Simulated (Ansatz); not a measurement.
ZnCu: biaxial strain +2.08 %, plane normal [111], relaxed out of plane

The parent structure is ZnCu in the CsCl type structure (space group Pm-3m, No. 221; a = 2.9085 Å; relaxed with 0.1 eV smearing). Axes: x, y, z lie along the cube axes.

Perturbation: biaxial strain +2.08 %, plane normal [111], relaxed out of plane (Cartesian); in-plane vectors clamped, the third vector and the atoms free.

Level of theory: PBEsol (Ansatz, a first-principles code, PAW, spin-orbit coupling left out). Settings: 20×20×20 k-points, 0.1 eV Fermi–Dirac smearing.

```csv
quantity,base,changed,shift
volume per atom,12.30 Å³,12.70 Å³,+0.40 Å³
space group,Pm-3m (No. 221),R-3m (No. 166),–
shortest interatomic distance,2.519 Å,2.495 Å,-0.024 Å
energy relative to the base (free energy F),0 meV/atom,+9.6 meV/atom,+9.6 meV/atom
"pressure (mean of the normal stresses, compression positive)",0.0 GPa,-3.9 GPa,-3.9 GPa
band gap,zero,zero,–
out-of-plane strain,–,-0.94 %,–
ratio −ε⊥/ε∥,–,0.45,–
mean in-plane stress (compression positive),–,-5.8 GPa,–
```

Whether these cells are dynamically stable was not tested. The final runs are not spin-polarised.
